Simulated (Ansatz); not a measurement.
# Response to strain in SnO2

Base system: SnO$_{2}$ in the rutile structure (space group P4_2/mnm, No. 136).

```xyz
6
Lattice="4.7692 0.0000 0.0000 0.0000 4.7692 0.0000 0.0000 0.0000 3.2120" Properties=species:S:1:pos:R:3 pbc="T T T"
Sn     0.0000     0.0000     0.0000
Sn     2.3846     2.3846     1.6060
O      1.4607     1.4607     0.0000
O      3.8453     0.9239     1.6060
O      0.9239     3.8453     1.6060
O      3.3085     3.3085     0.0000
```

Cartesian axes are those of the cell as printed.

Strains are applied to the cell and any free atomic positions relax.

The values are results of PBEsol (Ansatz, a program for electronic structure), without spin-orbit coupling, not measurements.

Candidates:
(a) uniaxial strain ε_zz = −0.60 %
(b) uniaxial strain ε_zz = −3.00 %
(c) uniaxial strain ε_zz = −1.80 %

Notes on the quantities. energy relative to the base: free energy F.

Problem. Order them by energy relative to the base, lowest first.

Solution. (a) uniaxial strain ε_zz = −0.60 % (+0.5 meV/atom), (c) uniaxial strain ε_zz = −1.80 % (+5.2 meV/atom), (b) uniaxial strain ε_zz = −3.00 % (+15 meV/atom)

No phonon test of stability was made.
